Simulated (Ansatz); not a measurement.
## Short convergence ladders for CaAl₂Zn₂ (I4mm, 5 atoms in the cell)

```xyz
5
Lattice="-2.0509 2.0509 5.7252 2.0509 -2.0509 5.7252 2.0509 2.0509 -5.7252" Properties=species:S:1:pos:R:3 pbc="T T T"
Ca     0.0000     0.0000     0.0500
Al     2.0509     0.0000     2.8626
Al     0.0000     2.0509     2.8626
Zn     0.0000     0.0000     4.4871
Zn     0.0000     0.0000     6.9633
```

Base method: LDA (PW92), default PAW files made with PBE (plane waves; Ansatz, an electronic-structure program).

Base settings: basis.ecutwfc = 420 eV; kpoints.mp_grid.grid = 9 9 9; hamiltonian.xc = lda; hamiltonian.pseudopotentials = {kind: paw} (the program's default PAW files); scf.occupations.method = gaussian; scf.occupations.width = 0.1 eV.

The count of work is k-points × plane waves × bands × iterations; it is no time. Core times come from one kind of shared machine, to one figure; runs under 30 s give none.

**The k-point mesh at a smearing width of 0.05 eV**

In this ladder: scf.occupations.width = 0.05 eV.

The second cell is the first with its lattice scaled by 0.98.

Only quantities that move along the ladder and can be compared are tabulated.

| kpoints.mp_grid.grid | free energy less the last step's (meV/atom) | energy of the compressed cell less the first (meV/atom) | pressure (GPa) | largest difference of a force vector from the last step's (eV/Å) | count of work / last | core time / last (rough) |
|---|---|---|---|---|---|---|
| 4 4 4 | 16.75 | -20.43 | -4.69 | 0.067 | 0.018 | – |
| 5 5 5 | 24.21 | -18.39 | -4.41 | 0.079 | 0.022 | – |
| 6 6 6 | 7.31 | -18.82 | -4.47 | 0.020 | 0.036 | – |
| 7 7 7 | 3.50 | -18.70 | -4.45 | 0.023 | 0.048 | – |
| 8 8 8 | -0.28 | -18.97 | -4.48 | 0.044 | 0.071 | – |
| 12 12 12 | 1.15 | -18.60 | -4.43 | 0.008 | 0.20 | 0.2 |
| 18 18 18 | -0.05 | -18.62 | -4.43 | 0.005 | 0.58 | 0.5 |
| 22 22 22 | 0.00 | -18.58 | -4.43 | 0.000 | 1.0 | 1 |

Coarsest kpoints.mp_grid.grid that holds the free energy within 5 meV/atom of the last step, with all finer ones: 7 7 7, at 0.048 of the last step's count of work; the step before is off by 7.3 meV/atom.

Coarsest kpoints.mp_grid.grid that holds the pressure within 0.2 GPa of the last step, with all finer ones: 5 5 5, at 0.022 of the last step's count of work; the step before is off by 0.27 GPa.

Coarsest kpoints.mp_grid.grid that holds the forces within 0.01 eV/Å: not settled: the last two steps still differ by 0.005 eV/Å, over half the tolerance, so the ladder does not show it.

The energy difference between the two cells stays within 1 meV/atom of the last step's from 5 5 5 on, the total only from 18 18 18 on: much of the error is common to both cells and cancels.

**The width of Gaussian smearing**

In this ladder: kpoints.mp_grid.grid = 15 15 15.

Narrow widths need finer meshes than wide ones, so the last steps can hold mesh noise.

Only quantities that move along the ladder and can be compared are tabulated; pressure and forces are left out, as mesh noise rules them at narrow widths.

| scf.occupations.width | free energy less the last step's (meV/atom) | energy extrapolated to zero width less the last step's (meV/atom) | core time / last (rough) |
|---|---|---|---|
| 1 eV | -87.98 | 0.47 | 0.9 |
| 0.5 eV | -22.38 | -0.63 | 0.9 |
| 0.3 eV | -8.10 | -0.10 | 1 |
| 0.2 eV | -3.48 | 0.02 | 1.0 |
| 0.1 eV | -0.68 | 0.03 | 1 |
| 0.05 eV | 0.00 | 0.00 | 1 |

Widest scf.occupations.width that holds the free energy within 5 meV/atom of the last step, with all finer ones: 0.2 eV; the step before is off by 8.1 meV/atom.

The extrapolation to zero width removes most of the smearing's effect on the energy.

**The mesh under tetrahedron occupations**

In this ladder: scf.occupations.method = tetrahedron; scf.occupations.width = default.

Only quantities that move along the ladder and can be compared are tabulated.

```tsv
kpoints.mp_grid.grid	free energy less the last step's (meV/atom)	pressure (GPa)	largest difference of a force vector from the last step's (eV/Å)	count of work / last	core time / last (rough)
5 5 5	18.51	-4.52	0.089	0.025	–
6 6 6	5.87	-4.52	0.012	0.041	–
7 7 7	2.31	-4.48	0.045	0.055	–
9 9 9	-0.03	-4.44	0.030	0.10	–
11 11 11	0.48	-4.43	0.006	0.17	0.2
17 17 17	0.06	-4.43	0.005	0.56	0.6
21 21 21	0.00	-4.43	0.000	1.0	1
```

Coarsest kpoints.mp_grid.grid that holds the free energy within 5 meV/atom of the last step, with all finer ones: 7 7 7, at 0.055 of the last step's count of work; the step before is off by 5.9 meV/atom.

Coarsest kpoints.mp_grid.grid that holds the forces within 0.02 eV/Å of the last step, with all finer ones: 11 11 11, at 0.17 of the last step's count of work and about 0.2 of the last step's time; the step before is off by 0.030 eV/Å.

Coarsest kpoints.mp_grid.grid that holds the pressure within 0.05 GPa of the last step, with all finer ones: 9 9 9, at 0.10 of the last step's count of work; the step before is off by 0.05 GPa.

On the base run: the starting cell comes from a database of computed structures (which also holds hypothetical and non-ambient phases and stackings), without a prior relaxation at this level. Its lattice was rescaled by up to half a per cent. One atom was moved a little off its site on purpose. In the base run, with a pressure of about -4 GPa the cell is away from its equilibrium volume at this level. Ansatz's pressure includes its estimate of the finite-basis (Pulay) stress.

Left out of this page: 2 runs of the series outside the window shown, repeating another row's setting, or not comparable.

Keys are those of Ansatz 0.2.
